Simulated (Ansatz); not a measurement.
The parent structure is AgCl in the rock salt structure (space group Fm-3m, No. 225; a = 5.4475 Å). Axes: x, y, z lie along the cube axes.

The values are results of Ansatz (an electronic-structure program) PBEsol, no spin-orbit coupling, not measurements.

Base values:

The band gap comes out as 0.72 eV and the pressure is 0.00 GPa.

The change: tensile biaxial strain of 3.00 % in the plane normal to [001], as in epitaxy on a mismatched substrate; the out-of-plane cell vector and the atoms relax.

Task: Predict the new out-of-plane strain.

Result: The out-of-plane strain comes out as -3.22 %.

Task: What does the calculation give for the band gap after the change?

Result: The band gap decreases by 0.15 eV (0.72 eV → 0.57 eV).

Task: What happens to the pressure?

Result: The pressure (mean of the normal stresses, compression positive) goes from zero to -1.00 GPa.

Stability against distortions was not tested.
